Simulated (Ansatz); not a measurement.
Partial pair distribution functions of a relaxed model of amorphous In₆Ga₁₂Zn₆O₃₃, broadened by 0.06 Å; density 5.60 g/cm³. Level of theory: PBE, scalar-relativistic without spin-orbit coupling (plane waves to 420 eV, PAW; Ansatz, a first-principles code).

The cell was made by melting and quenching with the CHGNet potential and then relaxed with DFT. O atoms were pushed apart under 1.9 Å during the dynamics, to hinder bonds among them. The hot cell started wider than the set density and was brought back towards it in steps. It is the lowest in DFT energy of 2 quenches. It is a model cell: composition and starting density were chosen by hand, and all elements were melted together. No dispersion term was used. Its density started from a set value of 5.78 and ended at 5.60 g/cm³. Cooling (nominally 84 K/ps over its main leg) ran many orders faster than in experiment, which tends to leave more defects and strain. Values belong to this one cell and scatter from quench to quench. The volume was free in the relaxation, at fixed shape. Stress components on the final sampling reach 1.8 GPa.

```
r (Å)  g Ga-O  g In-O  g Ga-Ga  g O-O
-----  ------  ------  -------  -----
1.60     0.00    0.00     0.00   0.00
1.70     0.31    0.00     0.00   0.00
1.80     5.19    0.00     0.00   0.00
1.90     9.96    0.08     0.00   0.00
2.00     3.66    1.49     0.00   0.00
2.10     0.86    7.00     0.00   0.00
2.20     0.47    5.67     0.00   0.00
2.30     0.22    2.63     0.00   0.00
2.40     0.05    1.91     0.00   0.02
2.50     0.24    0.59     0.00   0.21
2.60     0.23    0.22     0.01   0.38
2.70     0.30    0.20     0.35   0.92
2.80     0.26    0.12     0.89   2.33
2.90     0.29    0.24     1.97   3.27
3.00     0.35    0.22     2.38   3.26
3.10     0.29    0.21     2.21   2.51
3.20     0.24    0.20     3.19   2.06
3.30     0.67    0.40     2.76   1.75
3.40     0.84    0.73     1.40   1.37
3.50     0.62    1.08     1.75   1.08
3.60     0.80    0.74     1.58   1.02
3.70     0.92    0.82     0.64   0.65
3.80     1.48    0.88     0.43   0.44
3.90     1.53    1.21     0.47   0.53
4.00     1.30    1.14     0.31   0.48
4.10     1.41    1.38     0.44   0.29
4.20     1.16    1.41     0.69   0.49
4.30     1.29    1.05     0.85   0.54
4.40     1.48    1.02     1.03   0.49
4.50     1.47    0.82     0.56   0.43
```

Within 2.38 Å each Ga has 4.33 O neighbours on average.
